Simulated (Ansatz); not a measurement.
The reference is LiNbO3 (space group R3c, No. 161; a = 5.135 Å, c = 13.824 Å (hexagonal axes)).

Calculations: Ansatz (an electronic-structure program) PBEsol, no SOC.

Base values:

* **Pressure**: 0.00 GPa

The change: the cell is scaled by 0.9700 in all directions, atoms relaxed at fixed cell.

Q: How does this affect the energy relative to the base, pressure and largest internal atomic displacement?

A: The energy rises by 34 meV/atom; the pressure (mean of the normal stresses, compression positive) goes from zero to 12.82 GPa; the largest internal atomic displacement comes out as 0.087 Å.

The cells carry an imposed strain or load. Whether these cells are dynamically stable was not tested.
